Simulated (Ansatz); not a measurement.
## Habitual settings against a tight run: NaI (Fm-3m, 2 atoms in the cell)

Self-consistent single point.

```yaml
crystal:
  lattice:
    - [0.00000, 3.16168, 3.16168]
    - [3.16168, 0.00000, 3.16168]
    - [3.16168, 3.16168, 0.00000]
  atoms:
    - { symbol: Na, position: [0.00000, 0.00000, 0.00000] }
    - { symbol: I, position: [0.50000, 0.50000, 0.50000] }
```

Level of theory: PBE (plane waves, PAW; Ansatz, a program for electronic structure).

Base settings: basis.ecutwfc = 420 eV; kpoints.mp_grid.grid = 9 9 9; hamiltonian.xc = pbe; hamiltonian.pseudopotentials = {kind: paw} (the program's default PAW files); scf.occupations.method = fixed.

Tight run (finer mesh or higher cutoff; not a proven limit): basis.ecutwfc: 420 eV → 590 eV; kpoints.mp_grid.grid: 9 9 9 → 13 13 13; scf.convergence.dr2_threshold: default (1e-07 eV) → 1e-09 eV. It gave top of the valence band (on the code's own zero) 3.70 eV; gap on the k-point mesh 3.84 eV; pressure 1.83 GPa.

Quick runs, as changes from the base:
- A: the base itself
- B: basis.ecutwfc: 420 eV → 210 eV; kpoints.mp_grid.grid: 9 9 9 → 8 8 8; scf.convergence.dr2_threshold: default (1e-07 eV) → 0.0001 eV
- C: basis.ecutwfc: 420 eV → 250 eV; kpoints.mp_grid.grid: 9 9 9 → 1 1 1; scf.occupations.method: fixed → gaussian; scf.occupations.width: default → 0.5 eV
- D: basis.ecutwfc: 420 eV → 335 eV; kpoints.mp_grid.grid: 9 9 9 → 2 2 2
- E: basis.ecutwfc: 420 eV → 295 eV; kpoints.mp_grid.grid: 9 9 9 → 4 4 4; scf.occupations.method: fixed → gaussian; scf.occupations.width: default → 0.272 eV
- F: basis.ecutwfc: 420 eV → 295 eV; kpoints.mp_grid.grid: 9 9 9 → 8 8 8; hamiltonian.xc: pbe → lda; scf.convergence.dr2_threshold: default (1e-07 eV) → 0.0001 eV [LDA (PW92)]
- G: kpoints.mp_grid.grid: 9 9 9 → 4 4 4; hamiltonian.xc: pbe → b3lyp [B3LYP]
- H: kpoints.mp_grid.grid: 9 9 9 → 3 3 3; hamiltonian.xc: pbe → hse06 [HSE06]

Dashes: gap of C, left out as unsure on this mesh or at this smearing; energy of F, G, H, another energy zero; count of G, H, another kind of functional, whose work the count does not hold.

Gaps are read on each run's own mesh, which may miss the band edges.

† marks runs with another functional, U, potentials or spin treatment: their distance from the tight run is not a convergence error alone.

The count of work is k-points × plane waves × bands × iterations; it is no time. 

Pressures in the table are Ansatz's without its Pulay estimate, at a fixed set of plane waves; the tight run's value above holds the estimate.

The starting cell comes from a database of computed structures (which also holds hypothetical and non-ambient phases and stackings), without a prior relaxation at this level. Its lattice was rescaled by a random factor within 2.5 % of one. Spin-orbit coupling is off.

```tsv
run	energy less tight (meV/atom)	pressure less tight (GPa)	gap on the mesh less tight (eV)	count of work / tight
A	0.8	-0.01	0.000	0.23
B	3901.6	-117.16	-0.113	0.037
C	3941.1	-11.33	–	0.0020
D	252.3	2.25	-0.066	0.0083
E	86.9	-4.26	-0.010	0.018
F†	–	-6.44	-0.319	0.065
G†	–	0.58	1.457	–
H†	–	0.02	1.059	–
```

Among the runs at the tight run's level, the energy misses run from 0.8 to 3941.1 meV/atom.

Keys are those of Ansatz 0.2.
